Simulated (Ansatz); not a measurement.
Consider BeTe in the zinc blende structure (space group F-43m, No. 216; a = 5.6568 Å). Axes: x, y, z lie along the cube axes.

Level of theory: r2SCAN (Ansatz, a program for electronic structure, PAW, scalar-relativistic without spin-orbit coupling).

Before the change:

| Item | Result |
|---|---|
| Electron mass | 2.1 mₑ along k, 0.25 mₑ across (at X) |
| Band gap | 2.37 eV |

It is then changed as follows: biaxial strain +0.50 %, plane normal [001], relaxed out of plane (Cartesian); in-plane vectors clamped, the third vector and the atoms free.

Problem. Estimate the effect on the electron mass, band gap, out-of-plane strain, hole mass and in-plane stress.

Solution. The electron mass becomes 2.2 mₑ along k, 0.26 mₑ across (at X) (base: 2.1 mₑ along k, 0.25 mₑ across (at X)); the band gap decreases by 0.057 eV (2.37 eV → 2.32 eV); the out-of-plane strain amounts to -0.37 %; the hole mass comes out as 0.21 mₑ out of plane, 0.35 mₑ in plane (at Γ); the mean in-plane stress (compression positive) comes out as -0.5 GPa.

Spin-orbit coupling, missing from the scalar runs, can matter with Te. Masses are band curvatures over ±0.01 Å⁻¹ around the edge. Along k means along the line from Γ to the band edge. No phonon test of stability was made.
